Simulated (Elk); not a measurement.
Worked example: self-consistent single point of BaCd2 (Imma, 6 atoms in the cell) in Elk.

Method of the run: LDA (PW92), all-electron FP-LAPW, Elk's shipped species files, APW+lo basis with extra local orbitals (Elk).

```
BaCd2
1.0
   -2.60045     4.11620     4.25148
    2.60045    -4.11620     4.25148
    2.60045     4.11620    -4.25148
Ba Cd
2 4
Direct
  0.70133   0.45133   0.25000
  0.29867   0.54867   0.75000
  0.72653   0.16407   0.56246
  0.27347   0.83593   0.43754
  0.10161   0.16407   0.93754
  0.89839   0.83593   0.06246
```

Reference input (self-consistent single point, DFT, PBEsol, all-electron FP-LAPW, Elk's shipped species files, APW+lo basis with extra local orbitals): xctype = 22; rgkmax = 8; swidth = 0.00367493 Ha; ngridk = 4 4 4; gmaxvr = 16 1/bohr; nxlo = 2; lorbcnd = true; lmaxi = 3; maxscl = 100. This run's input differs from it in these lines:

```diff
@@ -2,5 +2,2 @@
   0
-
-xctype
-  22
```

The program printed (abridged):

```
│ Self-consistent loop started │
│ Loop number : 1 │
 total energy                :     -38633.9548427
│ Loop number : 2 │
 total energy                :     -38634.4820628
RMS change in Kohn-Sham potential (target) :   0.8873401463E-01 (  0.1000000000E-05)
Absolute change in total energy (target)   :   0.5272200835     (  0.1000000000E-03)
│ Loop number : 3 │
 total energy                :     -38635.5126429
RMS change in Kohn-Sham potential (target) :   0.7994681599E-01 (  0.1000000000E-05)
Absolute change in total energy (target)   :    1.162385152     (  0.1000000000E-03)
│ Loop number : 4 │
   [... lines left out ...]
Absolute change in total energy (target)   :   0.4023933143E-03 (  0.1000000000E-03)
│ Loop number : 14 │
 total energy                :     -38630.3387284
RMS change in Kohn-Sham potential (target) :   0.6756847287E-07 (  0.1000000000E-05)
Absolute change in total energy (target)   :   0.2547360273E-03 (  0.1000000000E-03)
│ Loop number : 15 │
 total energy                :     -38630.3387349
RMS change in Kohn-Sham potential (target) :   0.3670477059E-07 (  0.1000000000E-05)
Absolute change in total energy (target)   :   0.7019309851E-04 (  0.1000000000E-03)
Convergence targets achieved

│ Loop number : 16 │

Energies :
 Fermi                       :     0.219449216703
 total energy                :     -38630.3387345

Density of states at Fermi energy :    118.7691007
 (states/Hartree/unit cell)

Estimated indirect band gap :   0.4942275807E-02
 from k-point     18 to k-point     17
Estimated direct band gap   :   0.7855191027E-02
 at k-point     17

Charges :
 core                        :    192.0000000
 valence                     :    112.0000000
 interstitial                :    9.851813870
 muffin-tins (core leakage)
  species :    1 (Ba)
   atom    1                 :    53.69750751     (  0.5444016310E-05)
   atom    2                 :    53.69750751     (  0.5444016310E-05)
  species :    2 (Cd)
   atom    1                 :    46.68829278     (  0.2467401432E-03)
   atom    2                 :    46.68829278     (  0.2467401432E-03)
   atom    3                 :    46.68829278     (  0.2467401432E-03)
   atom    4                 :    46.68829278     (  0.2467401432E-03)
 total in muffin-tins        :    294.1481861
 total calculated charge     :    303.9940696
 total charge                :    304.0000000
 error                       :   0.5930424986E-02

│ Self-consistent loop stopped │
```

The run converged in 16 iterations. The count includes the last loop, which Elk runs after its targets are met. 

The starting cell comes from a database of computed structures (which also holds hypothetical and non-ambient phases and stackings), without a prior relaxation at this level. Its lattice was rescaled by a random factor within 2.5 % of one. Values depend on the basis (sphere radii, cutoffs, local orbitals), which need not be converged. The log's line on a gap gives a spacing of levels on this mesh, which the program prints for metals too.

Cost on one core of a shared machine: roughly 4 min.
